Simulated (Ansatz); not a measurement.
Input and output of a relaxation of cell and atoms for ZnCu2SnS4 (I-4, 8 atoms in the cell) (Ansatz, a first-principles code).

Method: revPBE, PAW files made with PBE (plane waves; Ansatz).

```xyz
8
Lattice="-2.7565 2.7565 5.5140 2.7565 -2.7565 5.5140 2.7565 2.7565 -5.5140" Properties=species:S:1:pos:R:3 pbc="T T T"
Zn     0.0000     2.7565     2.7570
Cu     0.0000     0.0000     0.0000
Cu     2.7565     0.0000     2.7570
Sn     0.0000     0.0000     5.5140
S      1.3355     1.2974     1.4225
S      1.2974     4.1775    -1.4225
S      1.4210     1.4591     6.9365
S      1.4591    -1.4210     4.0915
```

Reference input (self-consistent single point, DFT, revPBE, plane waves, PAW files made with PBE): basis.ecutwfc = 420 eV; kpoints.mp_grid.grid = 5 5 5; hamiltonian.xc = revpbe; hamiltonian.pseudopotentials = {kind: paw} (the program's default PAW files); scf.occupations.method = methfessel_paxton; scf.occupations.width = 0.272 eV. This run's input differs from it in these lines:

```diff
@@ -24,2 +24,4 @@
   occupations: { method: methfessel_paxton, width: 0.272 }
+relax:
+  cell: {}
 output:
```

Output (repeated stretches shortened):

```
   [... SCF lines of the steps left out ...]
relax step   1: F+E_penalty+E_count = -26232.93088690 eV  Δ(F+E_penalty+E_count) = +0.000e0 eV  max|allowed force component| = 2.157e-2 eV/Å  Δτ_max = 0.0000 Å  P = +0.117 GPa  Ω = 167.594 Å³  (12 SCF iters, dr2 threshold 1.00e-7 eV, accepted)
relax step   2: F+E_penalty+E_count = -26232.93101272 eV  Δ(F+E_penalty+E_count) = -1.258e-4 eV  max|allowed force component| = 8.010e-3 eV/Å  Δτ_max = 0.0017 Å  P = +0.027 GPa  Ω = 167.809 Å³  energy of the carried Pulay correction = -8.474e-5 eV  [...]
relax step   3: F+E_penalty+E_count = -26232.93110043 eV  Δ(F+E_penalty+E_count) = -8.772e-5 eV  max|allowed force component| = 8.022e-3 eV/Å  Δτ_max = 0.0000 Å  P = +0.027 GPa  Ω = 167.809 Å³  stress off target by 3.03e-2 GPa  SCF on the basis [...]
basis re-selected at this cell: Δ(F+E_penalty+E_count) = -8.772e-5 eV, ΔP = -0.000 GPa vs the last step
the relaxation is at rest under the 4 symmetry operations that the run kept from its start: a minimum is not shown …
Stability not checked (fill_not_monotonic)
Free energy (F): -26232.931100 eV
Internal energy: -26232.955493 eV  (E = F + TS)
   [... lines left out ...]
Fermi energy:    7.499630 eV
  cell:  # Å, volume = 167.8091 Å³
   [... lines left out ...]
    - { symbol: S, position: [0.36408247218076306, 0.3713283113550566, 0.4773272260374445] }
    - { symbol: S, position: [0.6286716886449434, 0.10599891468238776, 0.9927541608257064] }
    - { symbol: S, position: [0.8940010853176122, 0.8867552461433186, 0.5226727739625555] }
    - { symbol: S, position: [0.11324475385668137, 0.6359175278192368, 0.007245839174293556] }
```

The run converged. 

Summary of the result:
* **Free energy E − TS (on the zero of these files)**: -26232.9311 eV
* **Fermi level (on the code's own zero)**: 7.50 eV
* **Pressure**: 0.03 GPa
* **Largest force (vector length)**: 0.010 eV/Å
* **Final cell**: a = 6.754 Å, b = 6.754 Å, c = 6.754 Å, α = 131.79°, β = 131.79°, γ = 70.56°
* **Final volume per atom**: 20.98 Å³
* **Relaxation steps**: 3

The starting cell comes from a database of computed structures (which also holds hypothetical and non-ambient phases and stackings), without a prior relaxation at this level. Its lattice was rescaled by a random factor within 2.5 % of one. Spin polarisation is off. The relaxation keeps the symmetry of its start, so its end need not be a minimum. Ansatz's pressure includes its estimate of the finite-basis (Pulay) stress. The run gives no clean gap (levels at the Fermi energy touch, overlap or are partly filled at this smearing), which alone does not show that the compound is a metal.

Cost on one core of a shared machine: roughly 50 s.

Keys are those of Ansatz 0.2.
